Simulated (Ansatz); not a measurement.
For Zr₃N₄ (R-3m, No. 166, 7 atoms in the cell; start mp-754353; a measured phase of this formula has another space group), LDA (PAW; Ansatz, a quantum-chemistry and plane-wave program) gives:

```
Item                       Result
-------------------  ------------
lattice constant a        3.397 Å
lattice parameter c      24.777 Å
bulk modulus              223 GPa
cohesive energy      8.36 eV/atom
band gap                  0.98 eV
```

Q: What does PBEsol (plane waves, PAW; Ansatz) give for the same quantities?

A: 
- lattice constant a: 3.416 Å (grows by 0.6 %)
- lattice parameter c: 25.006 Å (rises by 0.9 %)
- bulk modulus: 211 GPa (falls by 5.4 %)
- cohesive energy: 7.66 eV/atom (shrinks by 0.70 eV/atom)
- band gap: 0.99 eV (stays essentially unchanged)

Changes are worked out from the printed values.

Unless a cell is named, each level is at its own relaxed cell (LDA 11.79, PBEsol 12.04 Å³/atom).

Spin–orbit coupling is included only where a level's name says +SOC; with heavier elements it mostly lowers gaps and can invert bands. Density-functional gaps are differences of (generalised) Kohn–Sham levels.

Caveats: the bulk modulus is −V dP/dV from two relaxed cells at ±2 % in volume (LDA, PBEsol); the relaxation could not lower the start's symmetry, so the cell can be a saddle point above a distorted one (LDA, PBEsol). Ansatz's density-functional and Hartree–Fock values are scalar-relativistic unless marked +SOC, with PAW data made under PBE.

A start named mp-… is a Materials Project structure, which need not be a measured phase.
